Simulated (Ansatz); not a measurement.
# Ansatz run on ZrCoNi (Imma, 6 atoms in the cell): self-consistent single point

Method of the run: LDA (PW92), default PAW files made with PBE (plane waves; Ansatz, a first-principles code).

Input:

Ansatz 0.2 input:
```yaml
# ZrCoNi
crystal:
  lattice:
    - [-2.430005, 2.468205, 3.468330]
    - [2.430005, -2.468205, 3.468330]
    - [2.430005, 2.468205, -3.468330]
  atoms:
    - { symbol: Zr, position_ang: [2.430005, 1.234103, 2.586334] }
    - { symbol: Zr, position_ang: [0.000000, 1.234103, 0.881996] }
    - { symbol: Co, position_ang: [0.000000, 0.000000, 3.468330] }
    - { symbol: Co, position_ang: [2.430005, 0.000000, 0.000000] }
    - { symbol: Ni, position_ang: [1.215002, 1.234103, -1.734165] }
    - { symbol: Ni, position_ang: [1.215002, -1.234103, 1.734165] }
kpoints:
  mp_grid: { grid: [5, 5, 5], shift: [0.5, 0.5, 0.5] }
hamiltonian:
  xc: lda
  pseudopotentials: { kind: paw }
scf:
  occupations: { method: fermi_dirac, width: 0.1 eV }
output:
  forces: true
  eigenvalues: true
  stress: true
```

Output (repeated stretches shortened):

```
WARN the atoms were moved onto the symmetric positions of the space group found under crystal.symmetry.tolerance 1.0e-5 (fractional …
WARN basis.ecutwfc = 420 eV, the default
WARN ansatz: RAYON_NUM_THREADS=1 ignored (pool sized by the plan → 1); use --threads N
Pseudopotentials: kind: paw
Pseudopotential: Zr, paw, valence charge 12
Pseudopotential: Co, paw, valence charge 17
Pseudopotential: Ni, paw, valence charge 18
Crystal: 6 atoms, lattice volume = 83.209 Å³
Basis set: ecut = 420 eV, 1635 PW (Γ)
Bands: 57, of which v1, the nominal top of the filled ones, is band 47 counted from 1 (46 counted from 0)
Symmetry: 8 space group operations
Space group: Imma (ITA 74), of the structure as read, at distance tolerance 4.4e-5 Å
k-points: 27 of 125
PAW frozen core: Zr, regenerated for the run's functional, and the local potential with it
PAW frozen core: Co, regenerated for the run's functional, and the local potential with it
PAW frozen core: Ni, regenerated for the run's functional, and the local potential with it
Initial density: superposition of atomic densities (neutral atoms: chi_scale 0, normalization atom), corrected by the library's trained network
Initial wavefunctions: pseudopotential atomic-orbital guess
Eigensolver: davidson
Functional: x = slater, c = lda
SCF iter   1: F=—  HF=-29829.721886 eV  |F-HF|=—  |Δ(HF+E_count)|=         —  Δρ=1.93e-2  dr2=1.38e-1  ethr=1.77e-3  ⟨swp⟩=5.4  Hψ=4734  notcnv=0
all-band conjugate gradients solve this SCF's bands
preconditioner: auto → Kerker (q_TF=auto, 2.784 Å⁻¹)
SCF iter   2: F=—  HF=-29829.699990 eV  |F-HF|=—  |Δ(HF+E_count)|=   2.19e-2  Δρ=5.05e-3  dr2=1.05e-2  ethr=1.47e-4  ⟨swp⟩=2.0  Hψ=2561  notcnv=0
SCF iter   3: F=—  HF=-29829.697906 eV  |F-HF|=—  |Δ(HF+E_count)|=   2.08e-3  Δρ=1.42e-3  dr2=2.09e-3  ethr=1.12e-5  ⟨swp⟩=2.2  Hψ=2555  notcnv=0
SCF iter   4: F=—  HF=-29829.697427 eV  |F-HF|=—  |Δ(HF+E_count)|=   4.79e-4  Δρ=3.33e-4  dr2=1.48e-4  ethr=2.23e-6  ⟨swp⟩=2.2  Hψ=2033  notcnv=0
SCF iter   5: F=—  HF=-29829.697401 eV  |F-HF|=—  |Δ(HF+E_count)|=   2.59e-5  Δρ=2.23e-4  dr2=4.44e-5  ethr=1.57e-7  ⟨swp⟩=2.1  Hψ=1983  notcnv=0
SCF iter   6: F=—  HF=-29829.697416 eV  |F-HF|=—  |Δ(HF+E_count)|=   1.47e-5  Δρ=2.29e-5  dr2=2.18e-7  ethr=4.72e-8  ⟨swp⟩=1.0  Hψ=1539  notcnv=0
SCF iter   7: F=—  HF=-29829.697416 eV  |F-HF|=—  |Δ(HF+E_count)|=   4.60e-8  Δρ=1.45e-5  dr2=1.41e-7  ethr=1.06e-10  ⟨swp⟩=5.3  Hψ=5960  notcnv=0
SCF iter   8: F=-29829.697416 eV  HF=-29829.697416 eV  |F-HF|=7.79e-9  |Δ(HF+E_count)|=   2.92e-9  Δρ=4.69e-6  dr2=8.53e-9  ethr=1.06e-10  ⟨swp⟩=4.0  Hψ=4379  notcnv=0
SCF 1 converged in 8 iterations: F = -29829.697416 eV  dr2 = 8.53e-9
SCF converged after 8 iterations
Free energy (F): -29829.697416 eV
Harris-Foulkes:  -29829.697416 eV  (|F-HF|=7.79e-9)
Internal energy: -29829.476141 eV  (E = F + TS)
E sigma→0 (E₀):  -29829.586778 eV
Entropy (-TS):   -0.221275 eV (-36.879 meV/atom)
Fermi energy:    17.245216 eV
--- Per-component energies (eV) ---
  E_band       = -1237.190665
  E_kinetic    = 2147.839291
  E_local      = -15895.254979  (includes V_loc(G=0)·N_el)
  E_nonlocal   = 2353.396952
  E_hartree    = 6678.847791
  E_xc         = -809.130757
  E_vxc        = -1014.367097  (∫ρ·V_xc dr)
  E_paw        = -11723.076071  (= ΣΔE_a)
  E_vpaw       = -2186.504899  (= ΣTr[D̂ρ^β])
  E_aug_tail   = 0.000981  (compensation charges beyond the density's cutoff)
  E_ewald      = -12584.544893
  E_core_change = 2.445544  (= ΣΔE_core)
  E_smearing   = -0.221275  (= −TS)
  E_closure    = -0.000000  (closes the sum)
  Σ components = -29829.697416   (vs F -29829.697416, Δ=0.00e0)
--- Forces (eV/Å), atoms counted from 1 ---
  atom   1  Zr     0.00000000     0.00000000     0.04656878
  atom   2  Zr     0.00000000    -0.00000000    -0.04656878
  atom   3  Co     0.00000000    -0.00000000    -0.00000000
  atom   4  Co     0.00000000     0.00000000     0.00000000
  atom   5  Ni     0.00000000    -0.00000000    -0.00000000
  atom   6  Ni    -0.00000000    -0.00000000     0.00000000
  max |Σ_I F_I| component: 6.71e-29 eV/Å
--- Stress (GPa, compression-positive) ---
      -12.499557      -0.000000       0.000000
       -0.000000     -13.114372      -0.000000
        0.000000      -0.000000     -12.574103
  P = ⅓ Tr σ = -12.7293 GPa (-127.293 kbar)
  The stress holds the Pulay correction. Without it, at fixed plane waves, as pw.x and ABINIT print it: P = -12.8453 GPa
--- Band table (eV; the first three rows and the last of 27) ---
  k-point 0: bands = ["-85.3185", "-85.3056", "-76.6743", "-76.6573", "-46.2032", "-46.1334", "-46.1308", "-46.1225", "-46.1185", "-46.0560", "-40.4672", "-40.3660", "-40.3591", "-40.3299", "-40.3146", "-40.2902", "-31.4504", "-31.2926", "-9.8101", [...]
  k-point 1: bands = ["-85.3145", "-85.3096", "-76.6691", "-76.6626", "-46.1720", "-46.1451", "-46.1269", "-46.1222", "-46.1113", "-46.0862", "-40.4250", "-40.3841", "-40.3495", "-40.3255", "-40.3255", "-40.3196", "-31.4014", "-31.3415", "-9.8519", [...]
  k-point 2: bands = ["-85.3201", "-85.3040", "-76.6763", "-76.6553", "-46.2162", "-46.1323", "-46.1303", "-46.1256", "-46.1172", "-46.0431", "-40.4841", "-40.3618", "-40.3615", "-40.3316", "-40.3126", "-40.2742", "-31.4694", "-31.2737", "-9.7935", [...]
  k-point 26: bands = ["-85.3200", "-85.3040", "-76.6764", "-76.6553", "-46.2147", "-46.1317", "-46.1296", "-46.1251", "-46.1169", "-46.0431", "-40.4863", "-40.3635", "-40.3625", "-40.3327", "-40.3130", "-40.2741", "-31.3835", "-31.3593", "-9.8791", [...]
```

The run converged in 8 iterations.

The starting cell comes from a database of computed structures (which also holds hypothetical and non-ambient phases and stackings), without a prior relaxation at this level. Spin polarisation is off. With a pressure of about -13 GPa the cell is away from its equilibrium volume at this level. Ansatz's pressure includes its estimate of the finite-basis (Pulay) stress.
